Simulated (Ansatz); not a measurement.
KI: pressure 100 GPa

Take KI in the rock salt structure (space group Fm-3m, No. 225; a = 7.0915 Å) as the base.

One thing is altered: cell and atoms relaxed at a pressure of 100 GPa.

Computed with r2SCAN/PAW in Ansatz (a program for electronic structure), no spin-orbit coupling. k-mesh 8×8×8 (Γ-centred); smearing 0.05 eV (Fermi–Dirac).

- Volume per atom = 17.73 Å³ (base 44.58 Å³)
- Density = 7.77 g/cm³ (base 3.09 g/cm³)
- Lattice parameter a = 5.215 Å (base 7.092 Å)
- Shortest interatomic distance = 2.608 Å (base 3.546 Å)
- Enthalpy H = E + PV relative to the base's energy = +14.68 eV/atom
- Band gap = 1.08 eV (base 4.58 eV)
- Gap character = indirect, Γ → X (base direct at Γ)
- Smallest direct gap = 1.88 eV (base 4.58 eV)
- Width of the top valence band = 2.78 eV (base 0.58 eV)
- Electron mass = 1.2 mₑ along k, 0.15 mₑ across (at X) (base 0.34 mₑ (at Γ))
- Hole mass (degenerate bands, along [100]) = 0.13, 0.68, 0.68 mₑ (at Γ) (base 0.50, 2.6, 2.6 mₑ (at Γ))

With I present, leaving out spin-orbit coupling can change the band edges. Load acts through the strain it causes; cell and atoms are relaxed under it. Effective masses come from finite differences of ±0.01 Å⁻¹. Along k means along the line from Γ to the band edge. No phonon test of stability was made. No other phases were tried under pressure.
